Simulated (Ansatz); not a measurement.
Electronic density of states of amorphous Ta16O39, density 7.29 g/cm³, on a 2×2×2 Γ-centred mesh with a Gaussian width of 0.1 eV; energies count from the Fermi level. Cell and mesh are small, so fine structure isn't converged. The numbers are results of PBE, scalar-relativistic without spin-orbit coupling (plane waves to 420 eV, PAW; Ansatz, a quantum-chemistry and plane-wave program), not measurements. Sampling: a 2×2×2 Γ-centred mesh; Fermi-Dirac width 0.02 eV; no spin polarisation. The usual formal charges leave 2 electrons over, so the level spacing at the Fermi energy parts defect or band states and needn't be the band gap. The spare electrons fill defect levels or the bottom of the conduction band, and the levels at the Fermi energy are partly filled.

The cell was made by melting and quenching with the CHGNet potential and then relaxed with DFT. O atoms were pushed apart under 1.9 Å during the dynamics, to hinder bonds among them. The hot cell started wider than the set density and was brought back towards it in steps. It is the lowest in DFT energy of 2 quenches. It is a model cell: composition and starting density were chosen by hand, and all elements were melted together. No dispersion term was used. Its density started from a set value of 7.29 and ended at 7.29 g/cm³. The quench (nominally 380 K/ps over its main leg) was far faster than any real one, so the model tends to hold more defects than a real film. A cell of this size samples the disorder only roughly. The volume was held where the preparation left it, at a PBE pressure of 0.0 GPa. Stress components on the final sampling reach 2.6 GPa. On a 2×2×2 Γ-centred mesh force components of up to 0.37 eV/Å stay, since the relaxation ran on the zone centre alone.

(E - EF (eV), states/(eV atom)): (-12.00, 0.00); (-11.90, 0.00); (-11.80, 0.00); (-11.70, 0.00); (-11.60, 0.00); (-11.50, 0.00); (-11.40, 0.00); (-11.30, 0.00); (-11.20, 0.00); (-11.10, 0.00); (-11.00, 0.00); (-10.90, 0.00); (-10.80, 0.00); (-10.70, 0.00); (-10.60, 0.00); (-10.50, 0.00); (-10.40, 0.00); (-10.30, 0.00); (-10.20, 0.00); (-10.10, 0.00); (-10.00, 0.00); (-9.90, 0.00); (-9.80, 0.00); (-9.70, 0.00); (-9.60, 0.00); (-9.50, 0.00); (-9.40, 0.00); (-9.30, 0.00); (-9.20, 0.00); (-9.10, 0.02); (-9.00, 0.11); (-8.90, 0.23); (-8.80, 0.34); (-8.70, 0.40); (-8.60, 0.46); (-8.50, 0.59); (-8.40, 0.66); (-8.30, 0.74); (-8.20, 0.83); (-8.10, 0.84); (-8.00, 0.83); (-7.90, 0.90); (-7.80, 0.97); (-7.70, 0.94); (-7.60, 0.90); (-7.50, 0.79); (-7.40, 0.68); (-7.30, 0.68); (-7.20, 0.63); (-7.10, 0.69); (-7.00, 0.75); (-6.90, 0.74); (-6.80, 0.69); (-6.70, 0.68); (-6.60, 0.73); (-6.50, 0.74); (-6.40, 0.78); (-6.30, 0.82); (-6.20, 0.81); (-6.10, 0.75); (-6.00, 0.77); (-5.90, 0.77); (-5.80, 0.74); (-5.70, 0.79); (-5.60, 0.80); (-5.50, 0.75); (-5.40, 0.76); (-5.30, 0.81); (-5.20, 0.87); (-5.10, 0.94); (-5.00, 0.99); (-4.90, 0.94); (-4.80, 0.89); (-4.70, 0.94); (-4.60, 0.96); (-4.50, 0.97); (-4.40, 0.96); (-4.30, 0.96); (-4.20, 0.97); (-4.10, 0.95); (-4.00, 0.87); (-3.90, 0.83); (-3.80, 0.79); (-3.70, 0.63); (-3.60, 0.41); (-3.50, 0.35); (-3.40, 0.28); (-3.30, 0.11); (-3.20, 0.01); (-3.10, 0.00); (-3.00, 0.00); (-2.90, 0.00); (-2.80, 0.00); (-2.70, 0.00); (-2.60, 0.00); (-2.50, 0.00); (-2.40, 0.00); (-2.30, 0.00); (-2.20, 0.00); (-2.10, 0.00); (-2.00, 0.00); (-1.90, 0.00); (-1.80, 0.00); (-1.70, 0.00); (-1.60, 0.00); (-1.50, 0.00); (-1.40, 0.00); (-1.30, 0.00); (-1.20, 0.00); (-1.10, 0.00); (-1.00, 0.00); (-0.90, 0.00); (-0.80, 0.00); (-0.70, 0.00); (-0.60, 0.00); (-0.50, 0.00); (-0.40, 0.00); (-0.30, 0.02); (-0.20, 0.09); (-0.10, 0.17); (0.00, 0.33); (0.10, 0.46); (0.20, 0.44); (0.30, 0.43); (0.40, 0.47); (0.50, 0.55); (0.60, 0.60); (0.70, 0.62); (0.80, 0.66); (0.90, 0.63); (1.00, 0.62); (1.10, 0.62); (1.20, 0.52); (1.30, 0.46); (1.40, 0.46); (1.50, 0.53); (1.60, 0.54); (1.70, 0.52); (1.80, 0.50); (1.90, 0.54); (2.00, 0.64)
